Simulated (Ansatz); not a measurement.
The parent structure is La2O3 (space group P-3m1, No. 164; a = 3.940 Å, c = 6.188 Å).

Perturbation: the cell is scaled by 1.0084 in all directions, atoms relaxed at fixed cell.

Levels (all Ansatz, a quantum-chemistry and plane-wave program, PAW): PBE (420 eV, no spin-orbit coupling); r2SCAN (500 eV, no spin-orbit coupling); HSE06 (420 eV, without spin-orbit coupling); PBE+SOC (420 eV, with spin-orbit coupling).

One geometry, relaxed with PBE, under each level:

```tsv
level	band gap	lowest conduction level above the VBM at special points	pressure
PBE	3.79 eV	M 3.79 eV; K 3.80 eV; Γ 4.12 eV; H 4.12 eV	-28.1 kbar
r2SCAN	(withheld)	(withheld)	(withheld)
HSE06	5.22 eV	M 5.33 eV; K 5.22 eV; Γ 5.85 eV	–
PBE+SOC	3.78 eV	M 3.78 eV; K 3.78 eV; Γ 4.11 eV; H 4.11 eV	-28.3 kbar
```

**Question.** Give the withheld r2SCAN results.

**Answer.** 
- r2SCAN, band gap: 4.16 eV
- r2SCAN, lowest conduction level above the VBM at special points: M 4.23 eV; K 4.16 eV; Γ 4.59 eV; H 4.53 eV
- r2SCAN, pressure: -42.0 kbar

Single points use the geometry relaxed with PBE. Their cutoffs differ, which shifts pressures a little. The hybrid gap comes from the SCF mesh plus the semilocal run's edge points and a few special points and is an upper bound. The spin-orbit shifts are approximate. The cells carry an imposed strain or load. Whether these cells are dynamically stable was not tested.
